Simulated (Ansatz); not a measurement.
Carrier properties of SiC under load (space group F-43m)

Consider the following.

```
CSi
1.0
    0.00000     2.18468     2.18468
    2.18468     0.00000     2.18468
    2.18468     2.18468     0.00000
Si C
1 1
Cartesian
  1.09234   1.09234   1.09234
  0.00000   0.00000   0.00000
```

These are r2SCAN with spin-orbit coupling, rigid bands (plane waves, PAW; Ansatz, an electronic-structure program) values and carry that method's errors. Condition of this run: hydrostatic pressure -2 GPa (the target of the relaxation). Geometry: cell and atoms relaxed with r2SCAN, then loaded as said.

```yaml
band_gap: 1.72 eV
electron conductivity mass (300 K, dilute): 0.30 mₑ
hole conductivity mass (300 K, dilute): 0.68 mₑ
effective density of states N_c (300 K): 1.4e19 cm⁻³
effective density of states N_v (300 K): 1.2e20 cm⁻³
density_of_states_mass_electrons: 0.69 mₑ
density_of_states_mass_holes: 2.9 mₑ
Seebeck coefficient, n-type 1e19 cm⁻³, 300 K: -248 μV/K
best n-type power factor at 300 K for τ = 10 fs (best axis; densities from 1e16 to 1e21 cm⁻³ tried, whether or not they can be reached): 7.6 μW/(cm·K²) at 3e19 cm⁻³
Seebeck coefficient, p-type 1e19 cm⁻³, 300 K: 437 μV/K
best p-type power factor at 300 K for τ = 10 fs (best axis; densities from 1e16 to 1e21 cm⁻³ tried, whether or not they can be reached): 30 μW/(cm·K²) at 3e20 cm⁻³
```

Rigid bands; masses and Seebeck coefficients take one relaxation time τ for all states and one kind of carrier; polarons and phonon drag are left out.
